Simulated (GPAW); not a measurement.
## Pressure against volume in fcc Ca (space group 225) (GPAW, PBE)

```xyz
1
Lattice="0.0000 2.7404 2.7404 2.7404 0.0000 2.7404 2.7404 2.7404 0.0000" Properties=species:S:1:pos:R:3 pbc="T T T"
Ca     0.0000     0.0000     0.0000
```

Level of theory: PBE, GPAW PAW datasets PBE (gpaw-data 1.0.1) (plane waves; GPAW). Settings: mode = pw; ecut = 585 eV; xc = PBE; kpts = 18 18 18; mesh shift (steps) = 0 0 0; occupations.name = fermi-dirac; occupations.width = 0.05 eV; nbands = -9; symmetry.symmorphic = false; symmetry.tolerance = 0.0005; maxiter = 100. The cell above is the first row's. The rows scale it uniformly. In all rows the k mesh is held.

```csv
V (Å^3/atom),P (GPa)
41.159,?
42.054,0.11
42.949,-0.26
43.844,-0.59
44.738,-0.89
45.633,-1.17
46.528,-1.42
47.423,-1.65
48.317,-1.86
```

The 8 complete rows are fitted with a cubic, P against V. With u = V - 45.2, the rows have u = -3.1460, -2.2510, -1.3560, -0.4620, 0.4330, 1.3280, 2.2230, 3.1170. Least squares gives P = -1.038 - 0.3074·u + 0.01610·u² - 0.000670·u³. Residuals (row less fit): 0.001, -0.003, 0.000, 0.002, -0.002, -0.001, -0.001, 0.000; standard error 0.002 (degrees of freedom: 4). The fitted pressure is zero at V0 = 42.31, where dP/dV = -0.4171, so B0 = -V0·dP/dV = 17.7 GPa.

Question: Predict the withheld P at V = 41.159 from the fit, and compare with the calculation.

Answer: u = -4.0410, so P = -1.038 - 0.3074 × (-4.0410) + 0.01610 × (-4.0410)² - 0.000670 × (-4.0410)³ = 0.511 GPa. The calculation gives 0.50 GPa, 0.011 GPa below the prediction (0.5 % of the range of P in the table). The row lies outside the fitted rows, so this is an extrapolation. From the scatter of the fitted rows alone, a prediction at this place has a standard error of 0.006 GPa, so the miss is 1.8 times that.

Carrying the step between the two nearest rows on in a straight line would have given 0.48, off by 0.02; series whose last step already gives the withheld value aren't shown. The scan was laid around a cell of about the measured size, scaled by a guess for this functional. Cutoffs and mesh are single choices, not tested for convergence of this quantity. Series with a scatter that would blur these digits, or in which a gap closes, are not shown.
